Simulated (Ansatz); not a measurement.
**Y2Ge (model structure, started from the Fe2P type, P-62m, No. 189, 9 atoms in the cell): properties by level of theory**

```
level (code)         lattice constant a (Å)  lattice parameter c (Å)  formation enthalpy (eV/atom)
-------------------  ----------------------  -----------------------  ----------------------------
PBE (Ansatz)                          7.941                    4.249                        -0.655
PBEsol (Ansatz)                       7.839                    4.177                        -0.700
PBE-D3(BJ) (Ansatz)                   7.855                    4.180                        -0.706
```

Ansatz's density-functional and Hartree–Fock values are scalar-relativistic unless marked +SOC, with PAW data made under PBE.

Static lattice: no zero-point or thermal effects.

A model structure was made by putting elements into a prototype or built by hand; it is no filed structure, need not be a known phase, and can be a saddle point held by its symmetry.

Ansatz is an electronic-structure program.
